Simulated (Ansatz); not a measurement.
An Ansatz (a first-principles code) run: AlRu; DFT with PBE, PAW potentials and a 420 eV plane-wave cutoff in Ansatz, no spin-orbit coupling, earlier PAW set.

Input:

Ansatz 0.2 input:
```yaml
crystal:
  lattice:
    - [3.0035212321, 0, 0]
    - [0, 3.0035212321, 0]
    - [0, 0, 3.0035212321]
  atoms:
    - { symbol: Al, position: [0, 0, 0] }
    - { symbol: Ru, position: [0.5, 0.5, 0.5] }
basis: { ecutwfc: 420, ecutrho_ratio: 4, xc_grid: 2, fft_grid_basis: typed }
kpoints: { mp_grid: { grid: [15, 15, 15] } }
hamiltonian:
  xc: pbe
  dispersion: none
  pseudopotentials: { azcp: { folder: ./paw }, kind: paw }
scf: { occupations: { method: fermi_dirac, width: 0.05 }, convergence: { dr2_threshold: 0.0000000002 } }
output: { forces: true, stress: true }
checkpoint: { write: state.ck, write_every: 1000 }
```

Output (explanatory and most iteration lines left out):

```
Pseudopotential: Al, paw, valence charge 3
Pseudopotential: Ru, paw, valence charge 16
Crystal: 2 atoms, lattice volume = 27.095 Å³
Basis set: ecut = 420 eV, 515 PW (Γ), exchange–correlation on 48×48×48 points (8 copies of the dense FFT grid, shifted against one another)
Bands: 14, of which v1, the nominal top of the filled ones, is band 10 counted from 1 (9 counted from 0)
Symmetry: 48 space group operations
Space group: Pm-3m (ITA 221), of the structure as read, at distance tolerance 3.0e-5 Å
k-points: 120 of 3375
Functional: x = pbe(κ = 0.804, μ = 0.2195149727645171), c = pbe(β = 0.06672455060314922)
SCF iter   1: F=—  HF=-6418.410524 eV  |F-HF|=—  |Δ(HF+E_count)|=         —  Δρ=1.10e-1  dr2=3.91e0  ethr=3.10e-3  ⟨swp⟩=5.0  Hψ=8551  notcnv=0
SCF iter   2: F=—  HF=-6417.843138 eV  |F-HF|=—  |Δ(HF+E_count)|=   5.67e-1  Δρ=6.53e-2  dr2=1.45e0  ethr=3.10e-3  ⟨swp⟩=2.9  Hψ=3844  notcnv=0  defer=5
SCF 1 converged in 8 iterations: F = -6417.523923 eV  dr2 = 2.62e-13
SCF converged after 8 iterations
Free energy (F): -6417.523923 eV
Internal energy: -6417.511444 eV  (E = F + TS)
E sigma→0 (E₀):  -6417.517683 eV
Entropy (-TS):   -0.012479 eV (-6.240 meV/atom)
Fermi energy:    15.780083 eV
--- Forces (eV/Å), atoms counted from 1 ---
  atom   1  Al    -0.00000000    -0.00000000    -0.00000000
  atom   2  Ru     0.00000000     0.00000000     0.00000000
--- Stress (GPa, compression-positive) ---
        0.000149       0.000000       0.000000
        0.000000       0.000149       0.000000
        0.000000       0.000000       0.000149
  P = ⅓ Tr σ = 0.0001 GPa (0.001 kbar)
```

No phonon test of stability was made. The final runs are not spin-polarised. The cell is AlRu in the CsCl type structure (space group Pm-3m, No. 221).
